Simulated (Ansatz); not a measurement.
**Point defect N interstitial in metastable rock-salt TaN**

Level of theory: PBE, PAW (plane waves to 420 eV; Ansatz, a first-principles code). Details: 64-site cell; 4×4×4 shifted k-points; start: void with 4N4Ta nearest; no spin–orbit coupling; not converged in cell size; the relaxation kept the symmetry of the starting site; relaxed from one start, so a lower configuration may exist.

Neighbours after relaxation, in Å: of the N atom: Ta 1.98, Ta 1.98, Ta 1.98, Ta 1.98.

The name describes the start; the neighbours show where the added atom ended.

```csv
charge,moment (μB),point group,largest move off a lattice site (Å)
0,not spin-polarised,Td,0.38
```

Point groups are those of the whole cell at tolerances of 0.03 and 0.1 Å ("near" where only the looser one holds); none is given for unsettled states.
